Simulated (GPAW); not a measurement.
## Input and output of a self-consistent single point for LiCuS₂ (Pnnm, 8 atoms in the cell) (GPAW)

Computed with PBEsol, GPAW PAW datasets PBEsol (made by gpaw-setup) (plane waves; GPAW).

This input was run:

```python
from ase import Atoms
from ase.units import GPa
from gpaw import GPAW, PW

atoms = Atoms(['Li', 'Li', 'Cu', 'Cu', 'S', 'S', 'S', 'S'],
              cell=[[5.965540, 0.000000, 0.000000],
                    [0.000000, 6.654610, 0.000000],
                    [0.000000, 0.000000, 3.374990]],
              scaled_positions=[[0.000000, 0.500000, 0.500000],
                                [0.500000, 0.000000, 0.000000],
                                [0.000000, 0.000000, 0.000000],
                                [0.500000, 0.500000, 0.500000],
                                [0.184060, 0.854060, 0.500000],
                                [0.815940, 0.145940, 0.500000],
                                [0.684060, 0.645940, 0.000000],
                                [0.315940, 0.354060, 0.000000]],
              pbc=True)

calc = GPAW(mode=PW(800),
            xc='PBEsol',
            kpts=(3, 3, 5),
            occupations={'name': 'fixed-uniform'},
            nbands=-6,
            convergence={'density': 1e-05, 'energy': 1e-05, 'bands': -4},
            symmetry={'symmorphic': False, 'tolerance': 0.0005},
            maxiter=100,
            txt='-')

atoms.calc = calc

energy = atoms.get_potential_energy()
print('Energy (eV):', round(energy, 6))
forces = atoms.get_forces()
print('Forces (eV/Ang):')
print(forces.round(5))
stress = atoms.get_stress()
print('Stress (GPa, Voigt):', (stress / GPa).round(4))
```

Output, abridged:

```
Input parameters:
  convergence: {bands: -4,
                density: 1e-05,
                energy: 1e-05}
  kpts: [3 3 5]
  maxiter: 100
  mode: {ecut: 800.0,
         name: pw}
  nbands: -6
  occupations: {name: fixed-uniform}
  symmetry: {symmorphic: False,
             tolerance: 0.0005}
  xc: PBEsol

species:
  Li:
    name: Lithium
    Z: 3.0
    valence: 1
    core: 2
    charge: 0.0
    file: Li.PBEsol.gz

    # Using partial waves for Li as LCAO basis

  Cu:
    name: Copper
    Z: 29.0
    valence: 11
    core: 18
    charge: 0.0
    file: Cu.PBEsol.gz

    # Using partial waves for Cu as LCAO basis

  S:
    name: Sulfur
    Z: 16.0
    valence: 6
    core: 10
    charge: 0.0
    file: S.PBEsol.gz

    # Using partial waves for S as LCAO basis

Reference energy: -133731.830045  # eV

Spin-paired calculation

Convergence criteria:
 Maximum [total energy] change in last 3 cyles: 1e-05 eV / valence electron
 Maximum integral of absolute [dens]ity change: 1e-05 electrons / valence electron
 Maximum integral of absolute [eigenst]ate change: 4e-08 eV^2 / valence electron
 Maximum number of scf [iter]ations: 100

Symmetries present (total): 8
Symmetries with fractional translations: 4
45 k-points: 3 x 3 x 5 Monkhorst-Pack grid
12 k-points in the irreducible part of the Brillouin zone
       k-points in crystal coordinates                weights
   0:     0.00000000    0.00000000    0.00000000          1/45
   1:     0.00000000    0.00000000    0.20000000          2/45
   2:     0.00000000    0.00000000    0.40000000          2/45
   [... 7 lines left out ...]
          ...
  11:     0.33333333    0.33333333    0.40000000          8/45

Wave functions: Plane wave expansion
  Cutoff energy: 800.000 eV
  Number of coefficients (min, max): 6866, 6902
  Pulay-stress correction: 0.000000 eV/Ang^3 (de/decut=0.000000)

Occupation numbers: # Uniform distribution of occupation numbers

Eigensolver

Densities:
  Coarse grid: 40*48*24 grid
  Fine grid: 80*96*48 grid
  Total Charge: 0.000000

Density mixing:
  Method: separate
  Backend: pulay
  Linear mixing parameter: 0.05
  old densities: 5
  Damping of long wavelength oscillations: 50

Hamiltonian:
  XC and Coulomb potentials evaluated on a 80*96*48 grid
  External potential:
    NoExternalPotential

XC parameters: PBEsol with 2 nearest neighbor stencil

Number of atoms: 8
Number of atomic orbitals: 42
Number of bands in calculation: 30
Number of valence electrons: 48
Bands to converge: 26

Density initialized from atomic densities
  30 bands from LCAO basis set

Atomic positions and initial magnetic moments

Positions:
   0 Li     0.000000    3.327305    1.687495    ( 0.0000,  0.0000,  0.0000)
   1 Li     2.982770    0.000000    0.000000    ( 0.0000,  0.0000,  0.0000)
   2 Cu     0.000000    0.000000    0.000000    ( 0.0000,  0.0000,  0.0000)
   3 Cu     2.982770    3.327305    1.687495    ( 0.0000,  0.0000,  0.0000)
   4 S      1.098017    5.683436    1.687495    ( 0.0000,  0.0000,  0.0000)
   5 S      4.867523    0.971174    1.687495    ( 0.0000,  0.0000,  0.0000)
   6 S      4.080787    4.298479    0.000000    ( 0.0000,  0.0000,  0.0000)
   7 S      1.884753    2.356131    0.000000    ( 0.0000,  0.0000,  0.0000)

Unit cell:
           periodic     x           y           z      points  spacing
  1. axis:    yes    5.965540    0.000000    0.000000    40     0.1491
  2. axis:    yes    0.000000    6.654610    0.000000    48     0.1386
  3. axis:    yes    0.000000    0.000000    3.374990    24     0.1406

  Lengths:   5.965540   6.654610   3.374990
  Angles:   90.000000  90.000000  90.000000

Effective grid spacing dv^(1/3) = 0.1427

     iter     time        total  log10-change:
                         energy   eigst   dens
iter:   1 --:--:--   -41.518899   +0.50
iter:   2 --:--:--   -37.461745   -0.78  -1.12
iter:   3 --:--:--   -34.456992   -0.37  -1.22
iter:   4 --:--:--   -34.584078   -2.27  -1.37
iter:   5 --:--:--   -34.705663   -1.92  -1.41
iter:   6 --:--:--   -34.296334   -1.43  -1.77
iter:   7 --:--:--   -34.307545   -2.01  -2.21
iter:   8 --:--:--   -34.308671   -3.08  -2.32
iter:   9 --:--:--   -34.292554   -2.99  -2.56
iter:  10 --:--:--   -34.292141   -3.67  -2.99
iter:  11 --:--:--   -34.292006   -4.91  -3.08
iter:  12 --:--:--   -34.292012c  -5.25  -3.68
iter:  13 --:--:--   -34.292007c  -6.66  -3.71
iter:  14 --:--:--   -34.292000c  -6.06  -3.73
iter:  15 --:--:--   -34.292009c  -6.09  -3.82
iter:  16 --:--:--   -34.292003c  -6.96  -3.87
iter:  17 --:--:--   -34.291999c  -6.50  -3.92
iter:  18 --:--:--   -34.291999c  -7.37  -3.98
iter:  19 --:--:--   -34.292001c  -6.65  -4.01
iter:  20 --:--:--   -34.291998c  -6.79  -4.26
iter:  21 --:--:--   -34.291998c  -7.43c -4.64
iter:  22 --:--:--   -34.291998c  -7.73c -4.86
iter:  23 --:--:--   -34.291998c  -7.38  -4.88
iter:  24 --:--:--   -34.291998c  -8.41c -4.82
iter:  25 --:--:--   -34.291998c  -8.07c -5.10c

Converged after 25 iterations.

Dipole moment: (0.000000, -0.000000, -0.000000) |e|*Ang

Energy contributions relative to reference atoms: (reference = -133731.830045)

Kinetic:        -13.687018
Potential:       +4.787338
External:        +0.000000
XC:             -26.107869
Entropy (-ST):   +0.000000
Local:           +0.715551
SIC:             +0.000000
--------------------------
Free energy:    -34.291998
Extrapolated:   -34.291998

Showing only first 2 kpts
 Kpt  Band  Eigenvalues  Occupancy
  0    22      4.00083    2.00000
  0    23      4.02875    2.00000
  0    24      5.48796    0.00000
  0    25      5.58302    0.00000

  1    22      3.39935    2.00000
  1    23      3.71240    2.00000
  1    24      4.73207    0.00000
  1    25      4.77352    0.00000

Fermi level: 4.30015

Gap: 0.543 eV
Transition (v -> c):
  (s=0, k=0, n=23, [0.00, 0.00, 0.00]) -> (s=0, k=2, n=24, [0.00, 0.00, 0.40])
Direct/indirect transitions are different
Direct gap: 0.973 eV
Transition at: (s=0, k=7, n=23, [0.33, 0.00, 0.20])
Energy (eV): -34.291998

Forces in eV/Ang:
  0 Li    0.00000    0.00000    0.00000
  1 Li    0.00000    0.00000    0.00000
  2 Cu    0.00000    0.00000    0.00000
  3 Cu    0.00000    0.00000    0.00000
  4 S    -0.09740    0.04813    0.00000
  5 S     0.09740   -0.04813    0.00000
  6 S    -0.09740   -0.04813    0.00000
  7 S     0.09740    0.04813    0.00000

Stress tensor:
     0.017279     0.000000     0.000000
     0.000000     0.016293     0.000000
     0.000000     0.000000     0.012381
Stress (GPa, Voigt): [2.7685 2.6104 1.9837 0.     0.     0.    ]
```

The run converged in 25 iterations. GPAW prints stress with tension positive.

The starting cell comes from a database of computed structures (which also holds hypothetical and non-ambient phases and stackings), without a prior relaxation at this level.

Cost on one core of a shared machine: roughly 50 s.
